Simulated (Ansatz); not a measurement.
Input:

```
Al2O3
1.0
    4.80503     0.00000     0.00000
   -2.40252     4.16128     0.00000
    2.40251     1.38709     4.37208
Al O
4 6
Direct
  0.70420   0.85210   0.44370
  0.29580   0.14790   0.55630
  0.29580   0.64790   0.05630
  0.70420   0.35210   0.94370
  0.50000   0.44386   0.75000
  0.50000   0.55614   0.25000
  0.80614   0.05614   0.75000
  0.19386   0.94386   0.25000
  0.19386   0.75000   0.75000
  0.80614   0.25000   0.25000
```

Space group of this cell: R-3c, corundum. The cell is taken as given; by r2SCAN its mean pressure is -6.9 GPa.

The numbers are results of r2SCAN (plane waves, PAW; Ansatz, a program for electronic structure), not measurements.

The current runs along the normal of the first two printed vectors; no spin-orbit coupling. Scaled by the factor s: both lengths across the current (ions clamped). The meshes follow the cell: 10×10×10 and 12×12 across at s = 0.98, 8×8×8 and 12×12 across at s = 1.00, 8×8×8 and 12×12 across at s = 1.02.

```json
[
 {"s": "0.98", "mean pressure (GPa)": "3.4", "band gap (eV)": "7.29"},
 {"s": "1.00", "mean pressure (GPa)": "-6.9", "band gap (eV)": "6.77"},
 {"s": "1.02", "mean pressure (GPa)": "-15.5", "band gap (eV)": "?"}
]
```

Task: Take the slope of the band gap against ln s from the two given rows, extrapolate to s = 1.02, and say what the run there gives.

Result: Slope = (7.29 − 6.77) / ln 0.98 = -25.7 eV. The line gives 6.77 + (-25.7) × ln 1.02 = 6.26 eV. The run gives 6.12 eV, 0.14 eV under the line, 28 % of the predicted step.
